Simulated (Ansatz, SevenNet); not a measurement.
**Ladder of methods for the equilibrium volume per atom of Si3N4 (P6₃/m, No. 176)**

Reference value: 10.41 Å³/atom (measured, temperature not stated, not corrected to a static lattice, from a published cell, temperature and pressure not stated; as tabulated in Ceramics International 21, 137 (1995)).

| level (code) | value (Å³/atom) | difference (%) |
|---|---|---|
| SevenNet-l3i5 (SevenNet) | 10.62 | +2.0 |
| LDA (Ansatz) | 10.26 | -1.4 |
| PBE (Ansatz) | 10.63 | +2.1 |
| PBE-D3(BJ) (Ansatz) | 10.46 | +0.5 |
| r²SCAN-D4 (Ansatz) | 10.33 | -0.8 |

The reference's temperature isn't stated, so close values are not ranked against it.

The reference has no zero-point or thermal correction, while the calculations are for a static lattice, so the differences are not the levels' errors alone. A static lattice is as a rule a little smaller than the measured one.  Ansatz's density-functional and Hartree–Fock values are scalar-relativistic unless marked +SOC, with PAW data made under PBE.

Machine-learned potentials (SevenNet-l3i5) are trained on DFT data, which may include these solids.

Differences are worked out from the printed values.

Ansatz is an electronic-structure program.
